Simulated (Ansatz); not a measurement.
SnI2 (within 0.1 Å of C2/m, No. 12; cell taken from a computed entry) was calculated with PBEsol (PAW; Ansatz, a program for electronic structure).

Run with plane-wave cutoff 520 eV, 8×6×4 k mesh (along the axes of the cell as run), Fermi–Dirac smearing 0.01 eV, scalar-relativistic PAW data made under PBE.

Cell (relaxed with PBEsol):

Space group C2/m (No. 12); a = 14.1788 Å, b = 4.3895 Å, c = 10.7960 Å, α = 90.00°, β = 92.38°, γ = 90.00°

```tsv
atom	site	symmetry	x	y	z
Sn	2a	2/m	0.0000	0.0000	0.0000
Sn	4i	m	0.2624	0.0000	0.3049
I	4i	m	0.0813	0.0000	0.7320
I	4i	m	0.3604	0.0000	0.5600
I	4i	m	0.1482	0.5000	0.0803
```
(The calculation used a cell of 9 atoms; values per cell refer to that cell.)

Task: Estimate the band gap, smallest direct gap on the k points sampled and direct gap at Γ that the calculation returns.

Result: 
- band gap: 1.51 eV
- smallest direct gap on the k points sampled: 1.77 eV
- direct gap at Γ: 2.09 eV

Note: this cell isn't known to be the ambient phase, and symmetry holds it in the calculation.

Spin–orbit coupling is not included; with these elements it can move the gap by several tenths of an eV or more.

Static lattice: no zero-point or thermal effects.

The result took very roughly 15 core-minutes.
